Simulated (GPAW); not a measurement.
**Equation of state of hcp Ti (space group 194): energy against volume (GPAW, LDA)**

```xyz
2
Lattice="2.8353 0.0000 0.0000 -1.4176 2.4554 0.0000 0.0000 0.0000 4.4980" Properties=species:S:1:pos:R:3 pbc="T T T"
Ti     1.4176     0.8185     3.3735
Ti     0.0000     1.6369     1.1245
```

Method: LDA (Perdew-Wang 92), GPAW PAW datasets LDA (gpaw-data 1.0.1) (plane waves; GPAW). Settings: mode = pw; ecut = 780 eV; xc = LDA; kpts = 23 23 13; mesh shift (steps) = 0 0 0; occupations.name = fermi-dirac; occupations.width = 0.05 eV; nbands = -10; convergence.forces = 0.001 eV/Å; symmetry.symmorphic = false; symmetry.tolerance = 0.0005; maxiter = 120. The cell above is the first row's. The rows scale it uniformly. In all rows fractional positions and the k mesh are held. E is the free energy at the stated smearing, counted from the lowest row.

```
V (Å^3/atom)  E (meV/atom)
------------  ------------
15.657                   ?
15.997                0.12
16.338                0.00
16.678                5.29
17.018               15.51
17.359               30.21
17.699               48.98
18.039               71.44
18.380               97.26
```

Taking the third-order Birch-Murnaghan form, a cubic in V^(-2/3) for E over the 8 complete rows: With u = V^(-2/3) - 0.150, the rows have u = 0.007510, 0.005310, 0.003192, 0.001145, -0.000841, -0.002757, -0.004613, -0.006417. Least squares gives E = 23.415 - 7601.03·u + 604543·u² - 713924·u³. Residuals (row less fit): -0.005, 0.008, 0.001, 0.007, -0.025, -0.001, 0.027, -0.013; standard error 0.020 (degrees of freedom: 4). Its minimum lies at u = 0.006358, so V0 = (0.156358)^(-3/2) = 16.17. There d²E/du² = 1182000 and d³E/du³ = -4284000, so B0 = (4/9) × 16.17^(-7/3) × 1182000 × 0.160218 = 127 GPa (the last factor turns the table's units into GPa), and B0' = 4 + (2/3) × 0.156358 × (-4284000)/1182000 = 3.6. The program's pressures in the fitted runs (not shown) pass through zero at V = 16.11, 0.38 % from this V0.

Problem. What does the fit predict for E at V = 15.657, and how far is the calculated value from it?

Solution. u = 0.009782, so E = 23.415 - 7601.03 × 0.009782 + 604543 × 0.009782² - 713924 × 0.009782³ = 6.241 meV/atom. The calculation gives 6.18 meV/atom, 0.061 meV/atom below the prediction (0.1 % of the range of E in the table). The row lies outside the fitted rows, so this is an extrapolation. From the scatter of the fitted rows alone, a prediction at this place has a standard error of 0.060 meV/atom, so the miss is 1.0 times that.

Carrying the step between the two nearest rows on in a straight line would have given 0.24, off by 5.94; series whose last step already gives the withheld value aren't shown. The scan was laid around a cell of about the measured size, scaled by a guess for this functional; axis ratios and inner coordinates come from that cell. The runs keep the symmetry of the cell, so they don't test it for distortions. Spin polarisation is off. The shape of the cell and the inner coordinates aren't relaxed, so V0 and B0 belong to this uniform scaling; a relaxed crystal lies no higher in energy and is usually softer. Cutoffs and mesh are single choices, not tested for convergence of this quantity. Series with a scatter that would blur these digits, or in which a gap closes, are not shown. Nor are scans whose minimum lies at an end fitted in this form.
